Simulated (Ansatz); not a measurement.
Start from WC (space group P-6m2, No. 187; a = 2.8987 Å, c = 2.8280 Å).

Method: PBEsol in Ansatz (plane waves to 420 eV, PAW, no SOC), earlier PAW set.

For the base:

The c/a ratio is 0.976. The lattice parameter a is 2.899 Å.

Now apply this change: every C is replaced by Si; the structure is relaxed again.

**Question.** How does this affect the c/a ratio?

**Answer.** The c/a ratio increases by 0.154 to 1.130.

**Question.** How does this affect the lattice parameter a?

**Answer.** The lattice parameter a grows by 0.207 Å to 3.106 Å.

Whether these cells are dynamically stable was not tested. As relaxed here, WSi is a hypothetical phase, not in the database extracts checked. The final runs are not spin-polarised.

Ansatz is a program for electronic structure.
